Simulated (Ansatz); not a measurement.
## KF in the zinc blende structure (space group F-43m, No. 216; a hypothetical phase, not in the database extracts checked)

```
CELL_PARAMETERS angstrom
      0.00000     2.97511     2.97511
      2.97511     0.00000     2.97511
      2.97511     2.97511     0.00000
ATOMIC_POSITIONS crystal
  F  0.75000 0.75000 0.75000
  K  0.00000 0.00000 0.00000
```

Level of theory: PBE (Ansatz, a program for electronic structure; PAW; 420 eV plane waves; without spin-orbit coupling). Settings: 10×10×10 k-points, 0.05 eV Fermi–Dirac smearing.

```json
{
  "volume_per_atom": "26.33 Å³",
  "density": "1.83 g/cm³",
  "band_gap": "5.06 eV, indirect, W → Γ",
  "electron_mass": "0.63 mₑ",
  "Lowest conduction-band minima above the VBM": "Γ 5.06 eV",
  "total_energy": "-1174.317 eV/atom (σ→0; compares only within this code and set-up)"
}
```

Effective masses come from finite differences of ±0.01 Å⁻¹. No phonon test of stability was made.
